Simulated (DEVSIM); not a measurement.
Device: Co/SiO2/n-Ge capacitor, at 400 K.

```tsv
layer (left to right)	material	thickness (nm)	Nd (cm⁻³)
1	SiO2	36.0	-
2	Ge	5200	6.5e15
```

Metal gate on the left, work function 5 eV. Fixed charge at the semiconductor interface 3.4e11 cm⁻² (in units of +e); no interface traps.

This is a model device: material constants are rounded textbook-type values typed into the input, and sizes, dopings and lifetimes were drawn at random. Values at 300 K; Nc and Nv go as T^1.5, mobilities as T to minus their exponent, the gap by Varshni's rule with the affinity fixed.

```tsv
parameter	SiO2	Ge
gap (eV)	9	0.664
affinity (eV)	0.9	4
permittivity	3.9	16
Nc (cm⁻³)	-	1.04e19
Nv (cm⁻³)	-	6e18
Varshni α (eV/K)	-	0.000477
Varshni β (K)	-	235
```

DEVSIM, 1D Poisson equation in equilibrium, Boltzmann statistics, complete ionisation; no quantum confinement or tunnelling. Metal contacts follow the ideal Schottky-Mott rule: no Fermi-level pinning, no interface dipoles.

**Question.** Tabulate band edges, carrier densities and field at -0.3 V on the gate.

**Answer.** Energies count from the Fermi level of the right contact; mesh points crowd at the junctions.

```tsv
x (μm)	Ec (eV)	Ev (eV)	n (cm⁻³)	p (cm⁻³)	field (V/cm)
0.000	4.400	-4.600	< 1e2	< 1e2	-240000
0.001680	4.359	-4.641	< 1e2	< 1e2	-240000
0.005854	4.258	-4.742	< 1e2	< 1e2	-240000
0.01545	4.026	-4.974	< 1e2	< 1e2	-240000
0.03026	3.667	-5.333	< 1e2	< 1e2	-240000
0.03427	3.570	-5.430	< 1e2	< 1e2	-240000
0.03598	3.528	-5.472	< 1e2	< 1e2	-180000
0.03877	0.422	-0.202	7.6e13	2.7e16	-19000
0.04465	0.412	-0.213	1.0e14	1.9e16	-18000
0.06018	0.387	-0.237	2.1e14	9.6e15	-14000
0.09811	0.344	-0.280	7.4e14	2.7e15	-9200
0.2565	0.277	-0.347	5.2e15	3.9e14	-1300
0.5883	0.268	-0.356	6.8e15	3.0e14	≈ 0
1.417	0.268	-0.356	6.8e15	3.0e14	≈ 0
3.824	0.268	-0.356	6.8e15	3.0e14	≈ 0
4.671	0.268	-0.356	6.8e15	3.0e14	≈ 0
5.018	0.268	-0.356	6.8e15	3.0e14	≈ 0
5.149	0.268	-0.356	6.8e15	3.0e14	≈ 0
5.212	0.268	-0.356	6.8e15	3.0e14	≈ 0
5.227	0.268	-0.356	6.8e15	3.0e14	≈ 0
5.233	0.268	-0.356	6.8e15	3.0e14	≈ 0
5.236	0.268	-0.356	6.8e15	3.0e14	≈ 0
```
